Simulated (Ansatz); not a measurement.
## GeRh (model structure, started from the TiAs type, P6₃/mmc, No. 194, 8 atoms in the cell): properties by level of theory

```tsv
level (code)	lattice constant a (Å)	c axis length (Å)
PBE (Ansatz)	3.894	9.659
PBEsol (Ansatz)	3.854	9.464
PBE-D3(BJ) (Ansatz)	3.863	9.510
```

Ansatz's density-functional and Hartree–Fock values are scalar-relativistic unless marked +SOC, with PAW data made under PBE.

Static lattice: no zero-point or thermal effects.

A model structure was made by putting elements into a prototype or built by hand; it is no filed structure, need not be a known phase, and can be a saddle point held by its symmetry.

Ansatz is a quantum-chemistry and plane-wave program.
